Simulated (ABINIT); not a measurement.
## Convergence study of the k-point mesh for Pb (Fm-3m, 1 atom in the cell)

```
Pb
1.0
    0.00000     2.46758     2.46758
    2.46758     0.00000     2.46758
    2.46758     2.46758     0.00000
Pb
1
Direct
  0.00000   0.00000   0.00000
```

Method of the run: PBE, norm-conserving pseudopotentials (PseudoDojo nc-sr-05 PBE standard) (plane waves; ABINIT 10.0.3).

Base settings: pseudos = [Pb.upf]; ecut = 844 eV; ixc = 11; occopt = 7; tsmear = 0.1 eV; ngkpt = 8 8 8; nshiftk = 1; shiftk = 0 0 0; potentials = PseudoDojo nc-sr-05 PBE standard; nband = 12.

The second cell is the first with its lattice scaled by 0.98.

Only quantities that move along the ladder and can be compared are tabulated.

The count of work is k-points × plane waves × bands × iterations; it is no time. Core times come from one kind of shared machine, to one figure; runs under 30 s give none.

The starting cell has typed, rounded lattice constants, without a prior relaxation at this level. Its lattice was rescaled by up to half a per cent.

Steps (ngkpt): 2 2 2; 3 3 3; 4 4 4; 5 5 5; 6 6 6; 7 7 7; 8 8 8; 9 9 9; 10 10 10; 11 11 11; 12 12 12; 16 16 16; 20 20 20; 22 22 22; 28 28 28; 34 34 34.

Problem. What is the coarsest ngkpt that holds the pressure within 0.2 GPa of the last step, with all finer ones?

Solution. 16 16 16, at 0.14 of the last step's count of work and about 0.1 of the last step's time; the step before is off by 0.27 GPa.

Problem. What is the coarsest ngkpt that holds the free energy within 2 meV/atom of the last step, with all finer ones?

Solution. 16 16 16, at 0.14 of the last step's count of work and about 0.1 of the last step's time; the step before is off by 14 meV/atom.

Problem. What is the coarsest ngkpt that holds the energy of the compressed cell less the first within 0.5 meV/atom of the last step, with all finer ones?

Solution. 16 16 16, at 0.14 of the last step's count of work and about 0.1 of the last step's time; the step before is off by 2.3 meV/atom.

| ngkpt | free energy less the last step's (meV/atom) | energy of the compressed cell less the first (meV/atom) | pressure (GPa) | count of work / last | core time / last (rough) |
|---|---|---|---|---|---|
| 2 2 2 | -1711.34 | -53.71 | -6.26 | 0.0012 | – |
| 3 3 3 | 268.96 | 30.14 | 1.55 | 0.0037 | – |
| 4 4 4 | 164.16 | 43.04 | 2.18 | 0.0066 | – |
| 5 5 5 | 31.60 | 44.12 | 2.24 | 0.0094 | – |
| 6 6 6 | 102.45 | 60.77 | 3.64 | 0.015 | – |
| 7 7 7 | -9.15 | 55.88 | 3.24 | 0.019 | – |
| 8 8 8 | -13.46 | 52.61 | 2.97 | 0.027 | – |
| 9 9 9 | -16.53 | 48.42 | 2.59 | 0.033 | – |
| 10 10 10 | 1.25 | 46.45 | 2.47 | 0.044 | – |
| 11 11 11 | -3.34 | 47.29 | 2.57 | 0.053 | – |
| 12 12 12 | 14.27 | 51.68 | 3.01 | 0.068 | – |
| 16 16 16 | -1.76 | 49.02 | 2.66 | 0.14 | 0.1 |
| 20 20 20 | -0.05 | 49.28 | 2.73 | 0.24 | 0.3 |
| 22 22 22 | 0.20 | 49.47 | 2.75 | 0.31 | 0.3 |
| 28 28 28 | -0.25 | 49.34 | 2.72 | 0.59 | 0.6 |
| 34 34 34 | 0.00 | 49.42 | 2.74 | 1.0 | 1 |

The energy difference between the two cells stays within 1 meV/atom of the last step's from 16 16 16 on, the total only from 20 20 20 on: much of the error is common to both cells and cancels.
